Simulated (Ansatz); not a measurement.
Cost and result by functional for the surface energy of the (11-23) surface of hcp Be in its 1x1 cell, outermost plane spacing 0.41 Å in the ideal cut, in Ansatz (plane waves, PAW). Single points on the PBE structure, on one kind of machine; costs are rough ratios of the slab run's core time (references not counted) to the cheapest single point. r2SCAN's cost holds its higher cutoff (500 against 420 eV). Differences are taken against r2SCAN for comparison alone: no measured value is at hand, so the table doesn't rank accuracy.

Model: 25-atom slab, 9.8 Å thick at the start (thin: gaps and levels are the slab's own), 10x8x1 mesh, Fermi-Dirac 0.1 eV, dipole correction, all atoms relaxed; no symmetry held; no spin, no spin-orbit, no U. These notes are the PBE run's.

| functional | relative cost | surface energy (J/m²) | less r2SCAN (J/m²) |
|---|---|---|---|
| LDA | 1 | 2.90 | 0.17 |
| RPBE | 1 | 2.48 | -0.25 |
| PBEsol | 1 | 2.81 | 0.08 |
| r2SCAN | 2 | 2.73 | 0.00 |
| PBE (the relaxed run's value) | – | 2.63 | -0.10 |

The values span 0.42 J/m², while the single points' costs differ by a factor of roughly 2. Differences are of unrounded values.

Ansatz is a first-principles code.
